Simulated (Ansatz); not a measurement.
Antifluorite K2S was calculated with LDA in Ansatz (PAW).

Settings: plane-wave cutoff 520 eV, 8×8×8 k mesh, perturbation theory, scalar-relativistic PAW data made under PBE.

Computed at the level's own relaxed cell.

Harmonic phonon frequencies (cm⁻¹; i marks an imaginary mode; at Γ without the LO shift):

| q point | frequencies |
|---|---|
| Γ | 0 0 0 134 134 134 182 182 182 |
| X | 84 93 93 109 109 168 182 182 196 |
| U | 86 100 100 100 134 156 181 183 188 |
| L | 69 69 121 121 130 142 179 179 196 |

No imaginary mode appears at these points.

Ansatz is a quantum-chemistry and plane-wave program.
